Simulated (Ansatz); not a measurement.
```yaml
crystal:
  lattice:
    - [6.12080, 0.00000, 0.00000]
    - [0.00000, 6.12080, 0.00000]
    - [0.00000, 0.00000, 6.12080]
  atoms:
    - { symbol: Cs, position: [0.00000, 0.00000, 0.00000] }
    - { symbol: Sn, position: [0.50000, 0.50000, 0.50000] }
    - { symbol: I, position: [0.50000, 0.00000, 0.50000] }
    - { symbol: I, position: [0.00000, 0.50000, 0.50000] }
    - { symbol: I, position: [0.50000, 0.50000, 0.00000] }
```

No spin polarisation.

Method: DFT with PBE, PAW potentials and a 420 eV plane-wave cutoff in Ansatz (an electronic-structure program), scalar-relativistic without spin-orbit coupling. k-mesh 6×6×6 (Γ-centred); smearing 0.05 eV (Fermi–Dirac).

Problem. Predict the gap character, band gap and pressure.

Solution. 
- Gap character: direct at R
- Band gap: 0.12 eV
- Pressure: 14.7 kbar

Spin-orbit coupling, missing from the scalar runs, can matter with I. The cells carry an imposed strain or load. Whether these cells are dynamically stable was not tested. The cell was made from CsSnI3 in the cubic perovskite structure (space group Pm-3m, No. 221) by this change: isotropic strain −2.40 %. Many cubic perovskites are stable only at high temperature; tilts and polar distortions were not tested. The zero or small gap of CsSnI3 under isotropic strain −2.40 % can change with the level of theory.
